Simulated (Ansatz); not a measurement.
Given:

```xyz
2
Lattice="0.0000 2.3387 2.2231 2.3387 0.0000 2.2231 2.3387 2.3387 0.0000" Properties=species:S:1:pos:R:3 pbc="T T T"
B      0.0000     0.0000     0.0000
P      1.1694     1.1694     1.1115
```

Computed with HSE06, rigid bands (plane waves, PAW, scalar-relativistic; Ansatz, an electronic-structure program). Condition of this run: biaxial stress in (001) of -12 GPa (compression positive) (the target of the relaxation). Cell: cell and atoms relaxed with PBEsol, then loaded as said.

### Question
What conductivity effective mass do dilute electrons have at 300 K?

### Answer
0.23 (x), 0.23 (y), 1.07 (z) mₑ.

### Question
Predict the hole conductivity mass (n e² τ/σ) at 300 K, by direction if it differs.

### Answer
0.26 (x), 0.26 (y), 0.38 (z) mₑ.

### Question
And the band gap?

### Answer
1.25 eV at this level.

Rigid bands, one relaxation time for all states, no polarons. Spin-orbit coupling is left out; where it splits the top of the valence band it changes the hole mass and lowers the gap by about a third of the splitting. Geometry: cell and atoms relaxed with PBEsol.
